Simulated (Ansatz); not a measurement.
The starting structures come from a database of crystals and need not be the phases stable at ambient conditions.

 Where the default PAW files enter, the runs use the earlier of Ansatz's two default sets.

Tunnelling through a barrier is set by its complex band structure: the current falls as exp(−2κd) with the smallest κ.

Given:

```
CuMgVO4
1.0
    5.26130     0.00000     0.00000
    0.00000     6.33993     0.00000
    2.06870     0.00000     4.83754
Mg V Cu O
2 2 2 8
Direct
  0.00000   0.50000   0.00000
  0.00000   0.00000   0.00000
  0.64345   0.25000   0.64345
  0.35655   0.75000   0.35655
  0.33355   0.25000   0.33355
  0.66645   0.75000   0.66645
  0.27036   0.25000   0.77658
  0.72964   0.75000   0.22342
  0.22342   0.75000   0.72964
  0.77658   0.25000   0.27036
  0.75988   0.47110   0.75988
  0.24012   0.52890   0.24012
  0.24012   0.97110   0.24012
  0.75988   0.02890   0.75988
```

Space group of this cell: Cmcm. The cell is taken as given; by r2SCAN its mean pressure is -8.9 GPa.

Transport runs along the normal of the first two printed cell vectors.

No gap correction and no spin-orbit coupling; mid-gap values are interpolated between computed energies.

Q: Compute, with r2SCAN in Ansatz (a first-principles code), the band gap and the smallest decay constant κ at mid-gap.

A: Gap 1.22 eV on a 6×6×6 mesh; κ = 0.406 1/Å, at (0.500, 0.500) of the in-plane reciprocal vectors. At the zone centre, at the nearest computed energy, the slowest state has κ = 0.46 1/Å.
